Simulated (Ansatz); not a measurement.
Base system: an 8-atom supercell of Sn (space group I4_1/amd, No. 141) at its relaxed geometry.

```
Sn
1.0
   -5.94710     0.00000     3.21219
    0.00000     0.00000     6.42439
    0.00000     5.94710    -3.21219
Sn
8
Cartesian
 -5.94710   2.97355   4.01524
 -2.97355   0.00000   5.62134
 -5.94710   2.97355   7.22743
 -2.97355   0.00000   2.40914
  0.00000   0.00000   0.00000
 -2.97355   2.97355   1.60610
  0.00000   0.00000   3.21219
 -2.97355   2.97355   4.81829
```

Level of theory: PBE (Ansatz, a quantum-chemistry and plane-wave program; PAW; 420 eV plane waves; spin-orbit coupling left out), earlier PAW set.

Base values:

| Quantity | Value |
|---|---|
| Mean distance from the defect site to its nearest host atoms | 3.08 Å |
| Pressure | 0.1 GPa |

The change: one Sn atom is replaced by Zn, atoms relaxed at fixed cell, starting from a slightly rattled geometry.

Tabulated Pauling electronegativity and covalent radius: Sn 1.96, 1.39 Å; Zn 1.65, 1.22 Å.

Question: What happens to the mean distance from the defect site to its nearest host atoms, largest displacement of a host atom from its site in the perfect cell and pressure?

Answer: The mean distance from the defect site to its nearest host atoms drops by 0.18 Å (3.08 Å → 2.90 Å); the largest displacement of a host atom from its site in the perfect cell comes out as 0.20 Å; the pressure decreases by 2.32 GPa to -2.3 GPa.

The cell is small, so the values are those of an ordered compound at a high defect concentration; dilute-limit values will differ. The defect cell is not spin-polarised.
